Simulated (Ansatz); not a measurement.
How the zone-centre TO phonon frequency of CsCl-type TiCo moves with the method

No measured value is used here.

| level (code) | value (cm⁻¹) | cell (Å³/atom) |
|---|---|---|
| LDA (Ansatz) | 228 | 12.21 |
| BLYP (Ansatz) | 183 | 13.55 |
| PBE (Ansatz) | ___ | 13.12 |
| PBEsol (Ansatz) | 226 | 12.62 |
| RPBE (Ansatz) | ___ | 13.45 |
| PBE-D3(BJ) (Ansatz) | 234 | 12.63 |
| r²SCAN+rVV10 (Ansatz) | 233 | 12.74 |

Problem. What belongs in the gaps?

Solution. 
- PBE (Ansatz, an electronic-structure program), value (cm⁻¹): 215
- RPBE (Ansatz), value (cm⁻¹): 209

The crystal itself was run without spin with LDA, BLYP, PBE, PBEsol, RPBE, PBE-D3(BJ), r²SCAN+rVV10; a magnetic state was not tried in these runs. PBE-D3(BJ): the dispersion coefficients are held fixed in the derivatives. Each level is taken at its own relaxed cell. Cutoffs differ between the levels. Ansatz's density-functional and Hartree–Fock values are scalar-relativistic unless marked +SOC, with PAW data made under PBE.
